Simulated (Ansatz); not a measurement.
Consider In vacancy in zinc-blende InP, charge state -3. All values below come from PBE, PAW (plane waves to 420 eV; Ansatz, an electronic-structure program).

Settings: 64 host sites, the relaxed PBE lattice, one k-point at (0.250, 0.250, 0.250), smearing 0.05 eV, spin-restricted, no image-charge correction. Energies are static. PBE gaps are too small, and in this host the defect's levels may merge with the bands. The charge state is imposed; whether it is stable for some Fermi level was not computed. Forms of the defect that were not tried may lie lower. On the k-point mesh the defect's levels are only partly filled at one site or more.

Barriers: single points on a 2×2×2 k-point mesh shifted by half a step at the bands' geometries.

The step: a nearby In atom hops onto the vacant site. Atoms about the jump, Cartesian Å from the middle of the jump, before and after:

```json
[
 {"atom": "In1", "x0": "0.00", "y0": "-1.42", "z0": "1.42", "x1": "0.00", "y1": "1.42", "z1": "-1.42"},
 {"atom": "P2", "x0": "1.24", "y0": "0.14", "z0": "-0.17", "x1": "1.24", "y1": "-0.17", "z1": "0.14"},
 {"atom": "P3", "x0": "-1.44", "y0": "2.81", "z0": "-0.17", "x1": "-1.57", "y1": "2.96", "z1": "0.01"},
 {"atom": "P4", "x0": "-1.36", "y0": "0.21", "z0": "-2.77", "x1": "-1.56", "y1": "0.00", "z1": "-2.95"},
 {"atom": "P5", "x0": "-1.57", "y0": "0.01", "z0": "2.96", "x1": "-1.44", "y1": "-0.17", "z1": "2.82"},
 {"atom": "P6", "x0": "-1.57", "y0": "-2.95", "z0": "0.00", "x1": "-1.36", "y1": "-2.77", "z1": "0.22"},
 {"atom": "In7", "x0": "-2.96", "y0": "-1.38", "z0": "-1.57", "x1": "-2.96", "y1": "-1.57", "z1": "-1.38"},
 {"atom": "In8", "x0": "-2.99", "y0": "1.58", "z0": "1.42", "x1": "-2.99", "y1": "1.42", "z1": "1.58"}
]
```

**Question.** Give the saddle-point geometry and the barrier.

**Answer.** 
```
atom      x      y      z
----  -----  -----  -----
In1   -0.60   0.22  -0.16
P2     1.84   0.52  -0.51
P3    -1.61   2.78   0.10
P4    -1.55  -0.03  -2.79
P5    -1.51   0.01   2.73
P6    -1.45  -2.72   0.04
In7   -3.16  -1.63  -1.56
In8   -3.24   1.55   1.66
```
It lies 1.61 eV above the start and 1.61 eV above the end. The program found a first-order saddle point.
